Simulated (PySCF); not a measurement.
PySCF 2.14.0, unrestricted HF/def2-svpd, df: [CH]=CC, charge 0, multiplicity 2, 8 atoms. The geometry is a generated start, not checked to be a minimum at this level.

- task = energy
- method = hf
- basis = def2-svpd
- two-electron scheme = density fitting
- mol.max_memory = 3000 MB
- mf.max_cycle = 100
- mf.conv_tol = 1e-09 (default)
- basis functions = 100

```xyz
8

C      1.4812     0.4333    -0.1366
C      0.4360    -0.2127     0.2588
C     -0.9720     0.0394    -0.2040
H      2.5315     0.4696     0.0188
H      0.5037    -1.0227     1.0000
H     -1.4107    -0.8824    -0.5872
H     -0.9888     0.7958    -0.9841
H     -1.5808     0.3798     0.6343
```

Charge 0 and multiplicity 2 are set for this test and not shown to be the ground state.

With the defaults (mf.DIIS = CDIIS, mf.diis = true, mf.damp = 0, mf.diis_start_cycle = 1, mf.init_guess = minao, mf.diis_space = 8, mf.level_shift = 0) it converges in 17 Fock builds. One run each on 2 threads, 1 BLAS thread, with these changes:
- mf.init_guess = sap
- mf.damp = 0.7, mf.diis_start_cycle = 8
- mf.diis_space = 3
- mf.diis_space = 12
- mf.DIIS = EDIIS
- mf.init_guess = huckel
- mf.level_shift = 1 Hartree
- mf.diis = false, mf.damp = 0.7, mf.diis_start_cycle = 999
- mf.level_shift = 0.1 Hartree

Problem. Name the settings that don't reach the solution of the defaults.

Solution. No convergence: mf.DIIS = EDIIS; mf.diis = false, mf.damp = 0.7, mf.diis_start_cycle = 999 (the run ends without SCF convergence in 100 cycles). The rest reach the solution of the defaults.

```tsv
setting	Fock builds	end
the defaults	17	same solution
mf.init_guess = huckel	17	same solution
mf.diis_space = 12	17	same solution
mf.level_shift = 0.1 Hartree	18	same solution
mf.init_guess = sap	19	same solution
mf.damp = 0.7, mf.diis_start_cycle = 8	22	same solution
mf.diis_space = 3	23	same solution
mf.level_shift = 1 Hartree	33	same solution
mf.DIIS = EDIIS	101	no convergence
mf.diis = false, mf.damp = 0.7, mf.diis_start_cycle = 999	101	no convergence
```
